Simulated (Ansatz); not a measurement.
## BaS: energy against volume

BaS (rock salt, Fm-3m, 33.212 Å³/atom and stress up to 0.01 GPa in the relaxed cell, cube axes along x, y and z) under an equal strain ε along all three axes. PBE in Ansatz, a plane-wave DFT program (PAW, default set), 420 eV, 9×9×9 Γ-centred mesh, Fermi-Dirac smearing 0.05 eV; ions are relaxed, or left where forces stay under 0.02 eV/Å, within the symmetry of each cell.

Here V stands for volume and E for E less E0.

| volume (Å³/atom) | E less E0 (meV/atom) | pressure (GPa) |
|---|---|---|
| 30.3121 | ? | ? |
| 31.2593 | 16.60 | 2.89 |
| 31.7402 | 9.15 | 2.08 |
| 32.2260 | 3.98 | 1.34 |
| 32.7167 | 0.97 | 0.64 |
| 33.2124 | 0.00 | -0.01 |
| 33.7131 | 0.98 | -0.61 |
| 34.2188 | 3.81 | -1.17 |
| 34.7295 | 8.39 | -1.69 |
| 35.2453 | 14.63 | -2.18 |

Problem. Fit E against V with the third-order Birch-Murnaghan form, a cubic in V^(-2/3), and predict the withheld value at V = 30.3121.

Solution. With u = V^(-2/3) - 0.0968, the rows have u = 0.0039737, 0.0029532, 0.0019482, 0.0009583, -0.0000168, -0.0009775, -0.0019239, -0.0028563, -0.0037751. Least squares gives E = 0.001 + 9.2·u + 1038635·u² + 2565813·u³. Residuals (row less fit): 0.001, -0.003, 0.000, 0.004, -0.001, -0.002, 0.001, 0.001, 0.000; standard error 0.003 (degrees of freedom: 5). Its minimum lies at u = -0.0000044, so V0 = (0.0967956)^(-3/2) = 33.21. There d²E/du² = 2077000 and d³E/du³ = 1.539e7, so B0 = (4/9) × 33.21^(-7/3) × 2077000 × 0.160218 = 41.7 GPa (the last factor turns the table's units into GPa), and B0' = 4 + (2/3) × 0.0967956 × (1.539e7)/2077000 = 4.5. B0' rests on the cubic coefficient alone and has a standard error of 0.1 from these residuals. At the withheld row, u = 0.0060622, so E = 0.001 + 9.2 × 0.0060622 + 1038635 × 0.0060622² + 2565813 × 0.0060622³ = 38.799 meV/atom. The calculation gives 38.78 meV/atom, 0.019 meV/atom below the prediction (0.0 % of the range of E in the table). The row lies outside the fitted rows, so this is an extrapolation. The scatter of the fitted rows lies at the last printed digit.

Other structures, which can take over under pressure, weren't tried. The same form fitted to the pressure column gives B0' = 4.5; series where the two differ by over 0.4 aren't shown. Rows are the converged runs of the series near zero and its far end, less any whose ions stayed unrelaxed beside relaxed ones; series whose fitted rows scatter by over a few per cent of the range, as at a crossing or softening among them, aren't shown in this form.
